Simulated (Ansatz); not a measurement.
Pb2TeSe (R-3m, No. 166, 4 atoms in the cell; start mp-1217291), treated with PBEsol (PAW; Ansatz, a program for electronic structure).

Run with plane-wave cutoff 500 eV, 10×10×10 k mesh, gaussian smearing 0.02 eV, scalar-relativistic PAW data made under PBE.

Cell (relaxed at this level):

```cif
data_Pb6Se3Te3
_chemical_formula_sum 'Te3 Pb6 Se3'
_space_group_name_H-M_alt 'R-3m :H'
_space_group_IT_number 166
_space_group_name_Hall '-R 3 2"'
_cell_length_a 4.43496
_cell_length_b 4.43496
_cell_length_c 21.70958
_cell_angle_alpha 90.000
_cell_angle_beta 90.000
_cell_angle_gamma 120.000
loop_
_atom_site_label
_atom_site_type_symbol
_atom_site_symmetry_multiplicity
_atom_site_Wyckoff_symbol
_atom_site_fract_x
_atom_site_fract_y
_atom_site_fract_z
_atom_site_occupancy
Te1 Te 3 b 0.00000 0.00000 0.50000 1
Pb1 Pb 6 c 0.00000 0.00000 0.25553 1
Se1 Se 3 a 0.00000 0.00000 0.00000 1
```
(The calculation used a cell of 4 atoms; values per cell refer to that cell.)

Problem. Estimate the band gap that the calculation returns.

Solution. 
- band gap: 0.41 eV (on the SCF k mesh)

Note: the relaxation could not lower the start's symmetry, so the cell can be a saddle point above a distorted one.

Spin–orbit coupling is not included; with these elements it can move the gap by several tenths of an eV or more.

The result took roughly 5 core-minutes.

A start named mp-… is a Materials Project structure, which need not be a measured phase.
